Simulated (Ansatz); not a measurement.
# Ge: response to strain

Base system: Ge in the diamond structure (space group Fd-3m, No. 227; a = 5.676 Å). Axes: x, y, z lie along the cube axes.

Strains are applied to the cell and any free atomic positions relax; under biaxial strain the out-of-plane vector relaxes too.

Calculations: PBEsol (Ansatz, a quantum-chemistry and plane-wave program; PAW; 420 eV plane waves; no SOC), earlier PAW set.

Notes on the quantities. pressure: mean of the normal stresses, compression positive; energy relative to the base: free energy F.

```csv
variant,pressure,volume per atom,energy relative to the base,space group
base,0.0 GPa,22.86 Å³,0 meV/atom,Fd-3m (No. 227)
"biaxial strain −0.55 %, plane normal [111], relaxed out of plane",0.6 GPa,22.66 Å³,+0.7 meV/atom,R-3m (No. 166)
"biaxial strain +2.21 %, plane normal [111], relaxed out of plane",-2.1 GPa,23.67 Å³,+10 meV/atom,R-3m (No. 166)
isotropic strain −4.81 %,14.1 GPa,19.72 Å³,+120 meV/atom,Fd-3m (No. 227)
uniaxial strain ε_xx = +1.88 %,-1.2 GPa,23.29 Å³,+2.8 meV/atom,I4_1/amd (No. 141)
uniaxial strain ε_xx = +4.94 %,-2.9 GPa,23.99 Å³,+19 meV/atom,I4_1/amd (No. 141)
```

Whether these cells are dynamically stable was not tested.
